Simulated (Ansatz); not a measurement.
What pressure 30 GPa does to TiB2

Start from TiB₂ (space group P6/mmm, No. 191; a = 3.025 Å, c = 3.223 Å).

One thing is altered: a hydrostatic pressure of 30 GPa.

Level of theory: DFT with r2SCAN, PAW potentials and a 500 eV plane-wave cutoff in Ansatz (a program for electronic structure), without spin-orbit coupling. Settings: 18×18×14 k-points, 0.05 eV Fermi–Dirac smearing.

The volume per atom decreases by 0.78 Å³ (8.51 Å³ → 7.73 Å³) and the density increases by 0.46 g/cm³ (4.52 g/cm³ → 4.98 g/cm³). The lattice parameter a drops by 0.084 Å to 2.941 Å and the c/a ratio shrinks by 0.013 to 1.052. The shortest interatomic distance shrinks by 0.048 Å to 1.698 Å and the band gap remains zero.

Final structure:

```xyz
3
Lattice="2.9410 0.0000 0.0000 -1.4705 2.5470 0.0000 0.0000 0.0000 3.0951" Properties=species:S:1:pos:R:3 pbc="T T T"
Ti     0.0000     0.0000     0.0000
B      0.0000     1.6980     1.5476
B      1.4705     0.8490     1.5476
```

Load acts through the strain it causes; cell and atoms are relaxed under it. No phonon test of stability was made. No other phases were tried under pressure. The final runs are not spin-polarised.
